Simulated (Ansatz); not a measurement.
Output of an Ansatz run (abridged):

```
WARN ansatz: RAYON_NUM_THREADS=1 ignored (pool sized by the plan → 1); use --threads N
Pseudopotentials: kind: paw
Pseudopotential: Yb, paw, valence charge 24
Pseudopotential: In, paw, valence charge 21
Pseudopotential: Rh, paw, valence charge 17
Crystal: 8 atoms, lattice volume = 177.802 Å³
Basis set: ecut = 820.4232953165381 eV, 9505 PW (Γ), exchange–correlation on 150×150×240 points (8 copies of the dense FFT grid, shifted against one another)
Bands: 100, of which v1, the nominal top of the filled ones, is band 83 counted from 1 (82 counted from 0)
Symmetry: 8 space group operations
Space group: Cmcm (ITA 63), of the structure as read, at distance tolerance 5.6e-5 Å
k-points: 32 of 147
PAW frozen core: Yb, regenerated for the run's functional, and the local potential with it
PAW frozen core: In, regenerated for the run's functional, and the local potential with it
PAW frozen core: Rh, regenerated for the run's functional, and the local potential with it
Initial density: superposition of atomic densities (chi_scale 0.1, normalization cell, long waves kept (reshape's long-wave potential 0.00 eV rms))
Initial wavefunctions: pseudopotential atomic-orbital guess
Eigensolver: davidson
Functional: x = pbesol(κ = 0.804, μ = 0.12345679012345678), c = pbesol(β = 0.046)
SCF iter   1: F=—  HF=-75647.077924 eV  |F-HF|=—  |Δ(HF+E_count)|=         —  Δρ=1.23e-1  dr2=4.11e1  ethr=3.10e-3  ⟨swp⟩=6.0  Hψ=11120  notcnv=0  defer=15
all-band conjugate gradients solve this SCF's bands
preconditioner: auto → Kerker (q_TF=auto, 2.697 Å⁻¹)
SCF iter   2: F=—  HF=-75643.645307 eV  |F-HF|=—  |Δ(HF+E_count)|=    3.43e0  Δρ=5.81e-2  dr2=8.76e0  ethr=3.10e-3  ⟨swp⟩=2.9  Hψ=4849  notcnv=0  defer=308
SCF iter   3: F=—  HF=-75642.651308 eV  |F-HF|=—  |Δ(HF+E_count)|=   9.94e-1  Δρ=9.69e-3  dr2=1.51e-1  ethr=3.10e-3  ⟨swp⟩=2.3  Hψ=4256  notcnv=0  defer=309
SCF iter   4: F=—  HF=-75642.643200 eV  |F-HF|=—  |Δ(HF+E_count)|=   8.11e-3  Δρ=2.37e-3  dr2=1.02e-2  ethr=9.10e-5  ⟨swp⟩=2.4  Hψ=5005  notcnv=0  defer=301
SCF iter   5: F=—  HF=-75642.641390 eV  |F-HF|=—  |Δ(HF+E_count)|=   1.81e-3  Δρ=1.06e-3  dr2=2.95e-3  ethr=6.17e-6  ⟨swp⟩=2.0  Hψ=3876  notcnv=0  defer=301
SCF iter   6: F=—  HF=-75642.640923 eV  |F-HF|=—  |Δ(HF+E_count)|=   4.67e-4  Δρ=6.53e-4  dr2=6.13e-4  ethr=1.78e-6  ⟨swp⟩=2.0  Hψ=4972  notcnv=0  defer=301
SCF iter   7: F=—  HF=-75642.640652 eV  |F-HF|=—  |Δ(HF+E_count)|=   2.71e-4  Δρ=1.73e-4  dr2=7.73e-5  ethr=3.69e-7  ⟨swp⟩=2.0  Hψ=4969  notcnv=0  defer=301
SCF iter   8: F=—  HF=-75642.640672 eV  |F-HF|=—  |Δ(HF+E_count)|=   1.99e-5  Δρ=5.87e-5  dr2=1.43e-5  ethr=4.65e-8  ⟨swp⟩=1.1  Hψ=2939  notcnv=0  defer=301
SCF iter   9: F=—  HF=-75642.640669 eV  |F-HF|=—  |Δ(HF+E_count)|=   2.47e-6  Δρ=1.81e-5  dr2=6.39e-7  ethr=8.59e-9  ⟨swp⟩=2.0  Hψ=3650  notcnv=0  defer=301
SCF iter  10: F=-75642.640669 eV  HF=-75642.640669 eV  |F-HF|=9.81e-8  |Δ(HF+E_count)|=   7.40e-8  Δρ=1.00e-5  dr2=9.52e-8  ethr=6.02e-11  ⟨swp⟩=11.6  Hψ=15926  notcnv=0
SCF 1 converged in 10 iterations: F = -75642.640669 eV  dr2 = 9.52e-8
SCF converged after 10 iterations
Free energy (F): -75642.640669 eV
Harris-Foulkes:  -75642.640669 eV  (|F-HF|=9.81e-8)
Internal energy: -75642.635107 eV  (E = F + TS)
E sigma→0 (E₀):  -75642.637888 eV
Entropy (-TS):   -0.005561 eV (-0.695 meV/atom)
Fermi energy:    14.661467 eV
--- Per-component energies (eV) ---
  E_band       = -2274.257529
  E_kinetic    = 6006.031996
  E_local      = -39017.360083  (includes V_loc(G=0)·N_el)
  E_nonlocal   = 9539.301825
  E_hartree    = 14020.921933
  E_xc         = -2318.953509
  E_vxc        = -2366.373264  (∫ρ·V_xc dr)
  E_paw        = -38485.268853  (= ΣΔE_a)
  E_vpaw       = -4477.718648  (= ΣTr[D̂ρ^β])
  E_aug_tail   = -0.000490  (compensation charges beyond the density's cutoff)
  E_ewald      = -25391.576587
  E_core_change = 4.268660  (= ΣΔE_core)
  E_smearing   = -0.005561  (= −TS)
  E_closure    = -0.000000  (closes the sum)
  Σ components = -75642.640669   (vs F -75642.640669, Δ=0.00e0)
--- Forces (eV/Å), atoms counted from 1 ---
  atom   1  Yb     0.00000000    -0.03800282     0.00000000
  atom   2  Yb     0.00000000     0.03800282     0.00000000
  atom   3  In     0.00000000    -0.09414383    -0.01957332
  atom   4  In     0.00000000     0.09414383     0.01957332
  atom   5  In     0.00000000     0.09414383    -0.01957332
  atom   6  In     0.00000000    -0.09414383     0.01957332
  atom   7  Rh     0.00000000    -0.05573932     0.00000000
  atom   8  Rh     0.00000000     0.05573932     0.00000000
  max |Σ_I F_I| component: 2.78e-17 eV/Å
--- Stress (GPa, compression-positive) ---
       -3.991357       0.000000       0.000000
        0.000000      -3.221336       0.000000
        0.000000       0.000000      -4.153062
  P = ⅓ Tr σ = -3.7886 GPa (-37.886 kbar)
  The stress holds the Pulay correction. Without it, at fixed plane waves, as pw.x and ABINIT print it: P = -3.7945 GPa
--- Band table (eV; the first three rows and the last of 32) ---
  k-point 0: bands = ["-100.3527", "-100.3526", "-100.3519", "-100.3518", "-62.9936", "-62.9936", "-58.8893", "-58.8892", "-58.8785", "-58.8784", "-58.8556", "-58.8554", "-58.8509", "-58.8508", "-58.8312", "-58.8309", "-58.8294", "-58.8293", [...]
  k-point 1: bands = ["-100.3527", "-100.3527", "-100.3518", "-100.3518", "-62.9936", "-62.9936", "-58.8893", "-58.8892", "-58.8785", "-58.8785", "-58.8555", "-58.8554", "-58.8509", "-58.8508", "-58.8312", "-58.8310", "-58.8293", "-58.8293", [...]
  k-point 2: bands = ["-100.3527", "-100.3526", "-100.3519", "-100.3518", "-62.9936", "-62.9936", "-58.8890", "-58.8889", "-58.8790", "-58.8789", "-58.8553", "-58.8551", "-58.8511", "-58.8510", "-58.8312", "-58.8310", "-58.8294", "-58.8293", [...]
  k-point 31: bands = ["-100.3524", "-100.3524", "-100.3521", "-100.3521", "-62.9936", "-62.9936", "-58.8852", "-58.8851", "-58.8827", "-58.8827", "-58.8559", "-58.8559", "-58.8505", "-58.8504", "-58.8312", "-58.8309", "-58.8293", "-58.8292", [...]
```

The structure:

```
CELL_PARAMETERS angstrom
      2.08432    -5.10458     0.00000
      2.08432     5.10458     0.00000
      0.00000     0.00000     8.35569
ATOMIC_POSITIONS crystal
  Yb 0.06606 0.93394 0.75000
  Yb 0.93394 0.06606 0.25000
  In 0.64584 0.35416 0.04958
  In 0.35416 0.64584 0.95042
  In 0.35416 0.64584 0.54958
  In 0.64584 0.35416 0.45042
  Rh 0.21952 0.78048 0.25000
  Rh 0.78048 0.21952 0.75000
```

**Question.** Write an input that gives this output.

**Answer.** Other spellings and defaults could give the same log, and not every line can be read from it. The input that was run (DFT, PBEsol, plane waves, harder PAW files (source: ansatz) made with PBE):

Ansatz 0.2 input:
```yaml
crystal:
  lattice:
    - [2.084320, -5.104580, 0.000000]
    - [2.084320, 5.104580, 0.000000]
    - [0.000000, 0.000000, 8.355690]
  atoms:
    - { symbol: Yb, position_ang: [2.084320, 4.430163, 6.266767] }
    - { symbol: Yb, position_ang: [2.084320, -4.430163, 2.088922] }
    - { symbol: In, position_ang: [2.084320, -1.488904, 0.414275] }
    - { symbol: In, position_ang: [2.084320, 1.488904, 7.941415] }
    - { symbol: In, position_ang: [2.084320, 1.488904, 4.592120] }
    - { symbol: In, position_ang: [2.084320, -1.488904, 3.763570] }
    - { symbol: Rh, position_ang: [2.084320, 2.863465, 2.088922] }
    - { symbol: Rh, position_ang: [2.084320, -2.863465, 6.266767] }
basis:
  ecutwfc: 60.3 Ry
kpoints:
  mp_grid:
    grid: [7, 7, 3]
hamiltonian:
  xc: pbesol
  pseudopotentials:
    kind: paw
    source: ansatz
scf:
  occupations:
    method: gaussian
    width: 0.0037 Ry
output:
  forces: true
  eigenvalues: true
  stress: true
```

The starting cell comes from a database of computed structures (which also holds hypothetical and non-ambient phases and stackings), without a prior relaxation at this level. Spin-orbit coupling is off. Spin polarisation is off. With a pressure of about -4 GPa the cell is away from its equilibrium volume at this level. Ansatz's pressure includes its estimate of the finite-basis (Pulay) stress.

Ansatz is a first-principles code.
